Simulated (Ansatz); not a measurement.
```
CELL_PARAMETERS angstrom
     11.00000     0.00000     0.00000
      0.00000    11.00000     0.00000
      0.00000     0.00000     4.12837
ATOMIC_POSITIONS crystal
  Na 0.50000 0.50000 0.00000
  F  0.50000 0.50000 0.50000
```

Levels: PBE (plane waves to 420 eV, PAW; Ansatz, a program for electronic structure); r2SCAN (plane waves to 500 eV, PAW; Ansatz); HSE06 (Ansatz). Unmarked values and the geometry are of the first. Mesh 1×1×72. No spin polarisation. Isolated but for its images some 11 Å away. A hypothetical model. It keeps the symmetry and period of its start, so it need not be a minimum against all distortions. Pairing along the axis, which can open a gap, is among the distortions not tried. HSE06 ran on a 1×1×5 mesh and at PBE's edge points. Buckling under compression is shut out by symmetry and the short period.

Task: Give the properties of this body.

Result: 
- PBE gap = 5.31 eV, indirect, from the zone edge to Γ
- electron mass along the axis (PBE) = 0.89 mₑ
- valence and conduction edges under the vacuum level (PBE) = 6.47 and 1.16 eV
- r2SCAN gap at this geometry = 6.18 eV
- HSE06 gap at this geometry = 7.03 eV
- axial stiffness dF/dε = 20 nN
